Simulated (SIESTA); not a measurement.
Band structure of Nb₆SnGe (Pm-3, 8 atoms in the cell).

```
Nb6SnGe
1.0
    5.25768     0.00000     0.00000
    0.00000     5.25768     0.00000
    0.00000     0.00000     5.25768
Nb Sn Ge
6 1 1
Cartesian
  0.00000   2.62884   3.90220
  0.00000   2.62884   1.35548
  3.90220   0.00000   2.62884
  1.35548   0.00000   2.62884
  2.62884   3.90220   0.00000
  2.62884   1.35548   0.00000
  0.00000   0.00000   0.00000
  2.62884   2.62884   2.62884
```

Level of theory: GGA PBEsol, numerical atomic orbitals TZP, PseudoDojo PBEsol standard norm-conserving potentials (rewritten from UPF to PSML) run with SIESTA 5.4.2.

Settings: XC.functional = GGA; XC.authors = PBEsol; potentials = PseudoDojo PBEsol standard; PAO.BasisSize = TZP; PAO.EnergyShift = 0.005 Ry; MeshCutoff = 350 Ry; kgrid.MonkhorstPack = 4 4 4; OccupationFunction = MP; OccupationMPOrder = 0; ElectronicTemperature = 100 meV; MaxSCFIterations = 150; SCF.Mixer.Method = Broyden; SCF.Mixer.Weight = 0.1; SCF.Mixer.History = 6.

The starting cell comes from a database of computed structures (which also holds hypothetical and non-ambient phases and stackings), without a prior relaxation at this level. Spin polarisation is off. Values carry the incompleteness of an atom-centred basis.

Levels in eV from the Fermi level, bands 50 to 55:
```csv
point,50,51,52,53,54,55
Γ,-0.57,-0.57,-0.57,-0.10,-0.10,1.72
X,-1.01,-0.90,-0.76,-0.50,-0.33,1.31
M,0.02,0.11,0.16,0.41,0.44,0.57
R,-0.31,0.08,0.08,0.08,0.12,0.12
```

Bands cross the Fermi level along this path, so the cell is metallic at this level.

Higher empty bands are left out: an atom-centred basis made for the valence describes them poorly.
